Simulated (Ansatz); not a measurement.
Ansatz (a quantum-chemistry and plane-wave program) run on CaIn (Pm-3m, 2 atoms in the cell): self-consistent single point.

Computed with PBEsol, default PAW files made with PBE (plane waves; Ansatz).

```xyz
2
Lattice="3.8730 0.0000 0.0000 0.0000 3.8730 0.0000 0.0000 0.0000 3.8730" Properties=species:S:1:pos:R:3 pbc="T T T"
Ca     0.0000     0.0000     0.0000
In     1.9365     1.9365     1.9365
```

Reference input (self-consistent single point, DFT, PBEsol, plane waves, default PAW files made with PBE): basis.ecutwfc = 420 eV; kpoints.mp_grid.grid = 6 6 6; hamiltonian.xc = pbesol; hamiltonian.pseudopotentials = {kind: paw} (the program's default PAW files); scf.occupations.method = fermi_dirac; scf.occupations.width = 0.1 eV. This run's input differs from it in these lines:

Ansatz 0.2 input:
```diff
@@ -10,3 +10,3 @@
 basis:
-  ecutwfc: 420.0
+  ecutwfc: 335.0
 kpoints:
```

Output (repeated stretches shortened):

```
SCF iter   1: F=—  HF=-7320.149689 eV  |F-HF|=—  |Δ(HF+E_count)|=         —  Δρ=3.59e-3  dr2=6.62e-3  ethr=1.77e-3  ⟨swp⟩=6.0  Hψ=1817  notcnv=0
all-band conjugate gradients solve this SCF's bands
preconditioner: auto → Kerker (q_TF=auto, 2.338 Å⁻¹)
SCF iter   2: F=—  HF=-7320.147889 eV  |F-HF|=—  |Δ(HF+E_count)|=   1.80e-3  Δρ=1.36e-3  dr2=1.06e-3  ethr=2.88e-5  ⟨swp⟩=2.1  Hψ=685  notcnv=0
SCF iter   3: F=—  HF=-7320.147464 eV  |F-HF|=—  |Δ(HF+E_count)|=   4.25e-4  Δρ=3.07e-4  dr2=7.10e-5  ethr=4.62e-6  ⟨swp⟩=2.0  Hψ=525  notcnv=0
SCF iter   4: F=—  HF=-7320.147441 eV  |F-HF|=—  |Δ(HF+E_count)|=   2.30e-5  Δρ=1.00e-4  dr2=5.81e-6  ethr=3.09e-7  ⟨swp⟩=2.0  Hψ=557  notcnv=0
SCF iter   5: F=—  HF=-7320.147440 eV  |F-HF|=—  |Δ(HF+E_count)|=   1.23e-6  Δρ=3.34e-5  dr2=6.92e-7  ethr=2.53e-8  ⟨swp⟩=2.0  Hψ=476  notcnv=0
SCF iter   6: F=-7320.147440 eV  HF=-7320.147440 eV  |F-HF|=3.99e-8  |Δ(HF+E_count)|=   3.03e-8  Δρ=8.55e-6  dr2=7.68e-8  ethr=4.35e-10  ⟨swp⟩=5.1  Hψ=1331  notcnv=0
SCF 1 converged in 6 iterations: F = -7320.147440 eV  dr2 = 7.68e-8
Free energy (F): -7320.147440 eV
Internal energy: -7320.106658 eV  (E = F + TS)
E sigma→0 (E₀):  -7320.127049 eV
Entropy (-TS):   -0.040782 eV (-20.391 meV/atom)
Fermi energy:    8.377912 eV
--- Forces (eV/Å), atoms counted from 1 ---
  atom   1  Ca    -0.00000000     0.00000000     0.00000000
  atom   2  In     0.00000000    -0.00000000     0.00000000
--- Stress (GPa, compression-positive) ---
       -1.982560       0.000000       0.000000
        0.000000      -1.982560       0.000000
        0.000000       0.000000      -1.982560
  P = ⅓ Tr σ = -1.9826 GPa (-19.826 kbar)
  The stress holds the Pulay correction. Without it, at fixed plane waves, as pw.x and ABINIT print it: P = -2.3851 GPa
```

The run converged in 6 iterations. Against the reference run the free energy rises by 4.6 meV/atom and the pressure hardly changes (-1.99 to -1.98 GPa).

The starting cell comes from a database of computed structures (which also holds hypothetical and non-ambient phases and stackings), without a prior relaxation at this level. Its lattice was rescaled by a random factor within 2.5 % of one. Ansatz's pressure includes its estimate of the finite-basis (Pulay) stress. The cutoff lies below the one recommended for these files.
